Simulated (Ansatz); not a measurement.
We consider quartz-high SiO2 (high-temperature phase), described by r²SCAN+rVV10 in Ansatz (PAW).

Settings: plane-wave cutoff 560 eV, 12×12×6 k mesh (along the axes of the cell as run), Fermi–Dirac smearing 0.01 eV, scalar-relativistic PAW data made under PBE.

A third-order Birch–Murnaghan fit to the energies gives V0 = 13.581 Å³/atom, B0 = 144 GPa, B′ = 2.3.

| V (Å³/atom) | P (GPa) |
|---|---|
| 13.038 | ? |
| 13.309 | ? |
| 13.581 | 0.00 |
| 13.853 | ? |
| 14.124 | ? |

Problem. Estimate the withheld pressures from this fit; the answers are the runs' own values.

Solution. 
- 13.038, P (GPa): 6.16
- 13.309, P (GPa): 2.98
- 13.853, P (GPa): -2.79
- 14.124, P (GPa): -5.41

The formula P = (3/2) B0 (x^(7/3) − x^(5/3)) [1 + (3/4)(B′ − 4)(x^(2/3) − 1)] with x = V0/V meets the computed pressures within 0.02 GPa when these rounded values are put in.

Shape and atoms are relaxed at each volume.

Note: symmetry holds this phase in the static calculation, where it need not be a minimum; held by symmetry at 0 K, a high-temperature phase can be a saddle point; the bulk modulus comes from volumes at which shape and atoms were relaxed.

Static lattice: no zero-point or thermal effects.

Ansatz is a first-principles code.
